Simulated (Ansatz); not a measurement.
# How the band gap of SrGeO3 (C2/c, No. 15, 30 atoms in the cell; start mp-17464) moves with the method

No measured value is used here.

```
level (code)     value (eV)
---------------  ----------
LDA (Ansatz)            [?]
PBEsol (Ansatz)        3.43
HSE06 (Ansatz)         5.21
```

Task: Some entries are withheld; supply them.

Result: 
- LDA (Ansatz, a program for electronic structure), value (eV): 3.33

Computed values are for a static lattice. Spin–orbit coupling is included only where a level's name says +SOC; with heavier elements it mostly lowers gaps and can invert bands.  Values are at the PBEsol cell. Cutoffs and k meshes differ between the levels. Ansatz's density-functional and Hartree–Fock values are scalar-relativistic unless marked +SOC, with PAW data made under PBE.

A start named mp-… is a Materials Project structure, which need not be a measured phase.
